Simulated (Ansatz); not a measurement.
The cell is built on a prototype and need not be the phase stable at ambient conditions.

By r2SCAN, the system below comes out a metal.

Data:

```
CELL_PARAMETERS angstrom
      1.86965     0.00000     0.00000
      0.00000     2.64409     0.00000
      0.00000     1.32205     1.32205
ATOMIC_POSITIONS crystal
  B  0.00000 0.00000 0.00000
```

Space group of this cell: Pm-3m, simple cubic. The cell was relaxed by PBE-D3(BJ); by r2SCAN its mean pressure is 6.2 GPa.

The current flows along the normal of the first two printed cell vectors. No spin-orbit coupling; the value is a mean over 0.1 eV about the Fermi level.

Question: Give the ballistic conductance per area that r2SCAN in Ansatz (an electronic-structure program) yields.

Answer: 2.5 × 10¹⁵ S/m² for both spins.
